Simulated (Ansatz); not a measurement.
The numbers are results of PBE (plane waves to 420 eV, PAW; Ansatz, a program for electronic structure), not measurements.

Plane-averaged electrostatic potential energy along the normal, in eV from the Fermi level, for OH on the 1x1 (0001) surface of hcp Ru, one in a 3x3 cell, started at the site 'hollow Ru-Ru-Ru':

(z (Å), V (eV)): (5.10, 5.00); (5.38, 4.99); (5.67, 4.99); (5.95, 4.99); (6.23, 4.98); (6.52, 4.97); (6.80, 4.94); (7.08, 4.88); (7.37, 4.77); (7.65, 4.53); (7.93, 4.05); (8.22, 3.08); (8.50, 1.07); (8.78, -3.65); (9.07, -13.82); (9.35, -24.28); (9.63, -27.89); (9.92, -22.08); (10.20, -11.16); (10.48, -3.34); (10.77, -3.25); (11.05, -10.85); (11.33, -21.92); (11.62, -28.18); (11.90, -25.21); (12.18, -15.05); (12.47, -5.00); (12.75, -1.76); (13.03, -5.00); (13.32, -15.04); (13.60, -25.19); (13.88, -28.17); (14.17, -21.90); (14.45, -10.82); (14.73, -3.23); (15.02, -3.29); (15.30, -11.06); (15.58, -22.01); (15.87, -27.92); (16.15, -24.46); (16.43, -14.10); (16.72, -3.94); (17.00, 0.42); (17.28, 1.98); (17.57, 2.81); (17.85, 3.53); (18.13, 4.01); (18.42, 3.87); (18.70, 4.01); (18.98, 4.16); (19.27, 4.20); (19.55, 4.22); (19.83, 4.23); (20.12, 4.23); (20.40, 4.23); (20.68, 4.24); (20.97, 4.24); (21.25, 4.24); (21.53, 4.24); (21.82, 4.24); (22.10, 4.24); (22.38, 4.24); (22.67, 4.24)

Model: 38-atom slab, 6.3 Å thick at the start under the adsorbate (thin: gaps and levels are the slab's own), 4x4x1 mesh, Fermi-Dirac 0.1 eV, dipole correction, 18 atoms held, the rest relaxed; no symmetry held; no spin, no spin-orbit, no U, no dispersion correction. At the end it is bonded to 3 Ru. In PBE it is, or lies within 0.03 eV of, the lowest of the starts that converged.

The surface cell has an area of 57.72 Å². What dipole along the normal does the step between the two vacuum levels imply?

the top vacuum level lies 0.76 eV below the bottom one; p = −ε₀ A ΔV (ε₀ = 0.005526 e/(V·Å)) gives 0.24 e·Å a cell.
